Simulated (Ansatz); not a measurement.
The starting structures come from a database of crystals and need not be the phases stable at ambient conditions.

Inside the gap of an insulator the Bloch states are evanescent, with a wavenumber k + iκ along the transport direction.

Input:

```xyz
3
Lattice="3.9615 0.0000 0.0000 1.9730 4.6986 0.0000 1.9301 -0.8105 3.3031" Properties=species:S:1:pos:R:3 pbc="T T T"
Mg     1.9515     1.9441     1.6515
S      3.9336     2.8827     3.0385
S      3.9310     1.0055     0.2645
```

Space group of this cell: C2/m. The cell is taken as given.

Transport runs along the normal of the first two printed cell vectors.

No gap correction and no spin-orbit coupling; mid-gap values are interpolated between computed energies.

Problem. Compute, with PBEsol run with Ansatz (a first-principles code), the band gap and the smallest decay constant κ at mid-gap.

Solution. Gap 0.83 eV on a 10×8×10 mesh; κ = 0.119 1/Å, at (0.000, 0.500) of the in-plane reciprocal vectors. At the zone centre, at the nearest computed energy, the slowest state has κ = 0.33 1/Å.
